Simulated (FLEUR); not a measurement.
Equation of state of fluorite-structure HfO2 (space group 225): energy against volume (FLEUR, PBE)

```
CELL_PARAMETERS angstrom
      0.00000     2.49484     2.49484
      2.49484     0.00000     2.49484
      2.49484     2.49484     0.00000
ATOMIC_POSITIONS crystal
  Hf 0.00000 0.00000 0.00000
  O  0.25000 0.25000 0.25000
  O  0.75000 0.75000 0.75000
```

Method of the run: PBE, all-electron FLAPW (FLEUR), scalar-relativistic valence (FLEUR). Settings: Kmax = 5.02 1/bohr; GmaxXC = 17.6 1/bohr; xcFunctional = pbe; jspins = 1; l_soc = F; mode = hist; fermiSmearingEnergy = 0.00036749 Htr; mesh (inpgen div1-3) = 11 11 11; inpgen gamma flag = false; Gmax = 17.6 1/bohr; numbands = 0; maxIterBroyd = 25; imix = Anderson; alpha = 0.05; precondParam = 0; minDistance = 1e-05 me/bohr^3. The cell above is the first row's. The rows scale it uniformly. In all rows fractional positions and the k mesh are held. E is the free energy at the stated smearing, counted from the lowest row.

| V (Å^3/atom) | E (meV/atom) |
|---|---|
| 10.352 | 36.80 |
| 10.577 | 16.31 |
| 10.802 | 4.17 |
| 11.027 | 0.00 |
| 11.252 | 2.87 |
| 11.477 | 12.19 |
| 11.703 | 27.37 |
| 11.928 | 47.51 |
| 12.153 | ? |

Fit E of the 8 rows that show it with the third-order Birch-Murnaghan form, a cubic in V^(-2/3). With u = V^(-2/3) - 0.201, the rows have u = 0.009532, 0.006535, 0.003643, 0.000850, -0.001850, -0.004461, -0.007000, -0.009447. Least squares gives E = 0.206 - 600.43·u + 466637·u² - 40306·u³. Residuals (row less fit): -0.046, 0.111, -0.040, -0.033, -0.044, 0.016, 0.082, -0.048; standard error 0.084 (degrees of freedom: 4). Its minimum lies at u = 0.000643, so V0 = (0.201643)^(-3/2) = 11.04. There d²E/du² = 933100 and d³E/du³ = -241800, so B0 = (4/9) × 11.04^(-7/3) × 933100 × 0.160218 = 245 GPa (the last factor turns the table's units into GPa), and B0' = 4 + (2/3) × 0.201643 × (-241800)/933100 = 4.0.

### Question
Predict the withheld E at V = 12.153 from the fit, and compare with the calculation.

### Answer
u = -0.011819, so E = 0.206 - 600.43 × (-0.011819) + 466637 × (-0.011819)² - 40306 × (-0.011819)³ = 72.553 meV/atom. The calculation gives 72.41 meV/atom, 0.143 meV/atom below the prediction (0.2 % of the range of E in the table). The row lies outside the fitted rows, so this is an extrapolation. From the scatter of the fitted rows alone, a prediction at this place has a standard error of 0.203 meV/atom, so the miss is 0.7 times that.

Carrying the step between the two nearest rows on in a straight line would have given 67.65, off by 4.76; series whose last step already gives the withheld value aren't shown. The scan was laid around a cell of about the measured size, scaled by a guess for this functional. This is a high-temperature phase, held here by symmetry. The runs keep the symmetry of the cell, so they don't test it for distortions. Values depend on the basis (sphere radii, cutoffs, local orbitals), which need not be converged. Spin-orbit coupling is off. Cutoffs and mesh are single choices, not tested for convergence of this quantity. Series with a scatter that would blur these digits, or in which a gap closes, are not shown. Nor are scans whose minimum lies at an end fitted in this form.
